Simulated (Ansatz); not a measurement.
How the lattice parameter a of PbSe (model structure, started from the WC type, P-6m2, No. 187, 2 atoms in the cell) moves with the method

No measured value is used here.

Put these levels in order of the lattice parameter a that they give for PbSe (model structure, started from the WC type, P-6m2, No. 187, 2 atoms in the cell), smallest first: PBE (Ansatz, a quantum-chemistry and plane-wave program), PBE-D3(BJ) (Ansatz), PBEsol (Ansatz).

PBEsol (4.127 Å), PBE-D3(BJ) (4.143 Å), PBE (4.227 Å)

Density-functional levels without +SOC have no spin–orbit coupling. PBE-D3(BJ): a distance lies near a switch of the dispersion term, which can move the cell. Ansatz's density-functional and Hartree–Fock values are scalar-relativistic unless marked +SOC, with PAW data made under PBE.

A model structure was made by putting elements into a prototype or built by hand; it is no filed structure, need not be a known phase, and can be a saddle point held by its symmetry.
